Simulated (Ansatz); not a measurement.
# Convergence study of the plane-wave cutoff for CrW (Cmm2, 2 atoms in the cell)

```yaml
crystal:
  lattice:
    - [1.53661, -2.20218, 0.00000]
    - [1.53661, 2.20218, 0.00000]
    - [0.00000, 0.00000, 4.23919]
  atoms:
    - { symbol: Cr, position: [0.00000, 0.00000, 0.01179] }
    - { symbol: W, position: [0.50000, 0.50000, 0.50000] }
```

Level of theory: PBEsol, default PAW files made with PBE (plane waves; Ansatz, an electronic-structure program).

Base settings: basis.ecutwfc = 30.9 Ry; kpoints.mp_grid.grid = 11 11 7; hamiltonian.xc = pbesol; hamiltonian.pseudopotentials = {kind: paw} (the program's default PAW files); scf.occupations.method = gaussian; scf.occupations.width = 0.0073 Ry.

The second cell is the first with its lattice scaled by 0.98.

The mesh stays at the base's, so the ladder's end is converged at best in this setting alone.

The first pressure column holds Ansatz's estimate of the finite-basis (Pulay) stress, which hides part of the cutoff error; the other is without it.

Only quantities that move along the ladder and can be compared are tabulated.

The count of work is k-points × plane waves × bands × iterations; it is no time. 

The starting cell comes from a database of computed structures (which also holds hypothetical and non-ambient phases and stackings), without a prior relaxation at this level. Its lattice was rescaled by up to half a per cent. One atom was moved a little off its site on purpose. Spin polarisation is off. In the base run, with a pressure of about -13 GPa the cell is away from its equilibrium volume at this level.

```csv
basis.ecutwfc,free energy less the last step's (meV/atom),energy of the compressed cell less the first (meV/atom),pressure (GPa),pressure without the Pulay estimate (GPa),largest difference of a force vector from the last step's (eV/Å),count of work / last
10.7 Ry,30891.51,-442.23,-94.75,-1045.24,0.150,0.069
12.5 Ry,15410.94,-212.48,-55.45,-621.80,1.175,0.11
14 Ry,8351.63,-66.12,-15.87,-389.24,0.652,0.12
15.4 Ry,4535.85,-39.73,-10.52,-244.59,0.301,0.11
16.9 Ry,2238.82,-6.90,-8.38,-144.46,0.040,0.13
18.4 Ry,1066.31,-16.56,-11.33,-85.23,0.025,0.17
21.7 Ry,185.89,-29.14,-13.34,-30.09,0.003,0.17
24.6 Ry,33.01,-26.30,-12.85,-16.71,0.000,0.19
27.9 Ry,4.37,-26.00,-12.77,-13.22,0.001,0.23
30.9 Ry,1.73,-26.03,-12.77,-12.84,0.000,0.28
33.8 Ry,1.13,-26.09,-12.78,-12.82,0.000,0.31
37.1 Ry,0.66,-26.13,-12.79,-12.82,0.000,0.35
41.5 Ry,0.34,-26.16,-12.79,-12.81,0.000,0.42
46.3 Ry,0.20,-26.17,-12.79,-12.80,0.000,0.50
54 Ry,0.10,-26.17,-12.79,-12.80,0.000,0.62
61.7 Ry,0.06,-26.17,-12.79,-12.80,0.000,0.77
74.2 Ry,0.00,-26.17,-12.79,-12.80,0.000,1.0
```

Coarsest basis.ecutwfc that holds the energy of the compressed cell less the first within 0.2 meV/atom of the last step, with all finer ones: 24.6 Ry, at 0.19 of the last step's count of work; the step before is off by 3.0 meV/atom.

Coarsest basis.ecutwfc that holds the free energy within 5 meV/atom of the last step, with all finer ones: 27.9 Ry, at 0.23 of the last step's count of work; the step before is off by 33 meV/atom.

Coarsest basis.ecutwfc that holds the forces within 0.005 eV/Å of the last step, with all finer ones: 21.7 Ry, at 0.17 of the last step's count of work; the step before is off by 0.025 eV/Å.

The energy difference between the two cells stays within 1 meV/atom of the last step's from 24.6 Ry on, the total only from 37.1 Ry on: much of the error is common to both cells and cancels.

At the lowest cutoff the pressure without the Pulay estimate lies 1030 GPa under the last step's, the usual sign of Pulay stress in an incomplete plane-wave basis.

Keys are those of Ansatz 0.2.
